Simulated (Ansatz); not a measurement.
Input:

```
BN
1.0
    0.00000     1.81236     1.81236
    1.81236     0.00000     1.81236
    1.81236     1.81236     0.00000
N B
1 1
Direct
  0.75000   0.75000   0.75000
  0.00000   0.00000   0.00000
```

A single point on BN, its geometry relaxed with PBE.

Calculations: PBE, PAW, 420 eV (Ansatz, a quantum-chemistry and plane-wave program; spin-orbit coupling included). Settings: 16×16×16 k-points, 0.05 eV Fermi–Dirac smearing.

Problem. What valence-band top at Γ (three highest Kramers pairs, from the VBM) does the calculation give?

Solution. 0.00, 0.00, -0.02 eV.

Problem. What width of the top valence band does the calculation give?

Solution. 6.45 eV.

Problem. What is the computed gap character?

Solution. Indirect, Γ → X.

Single points use the geometry relaxed with PBE. No phonon test of stability was made. The cell is BN in the zinc blende structure (space group F-43m, No. 216).
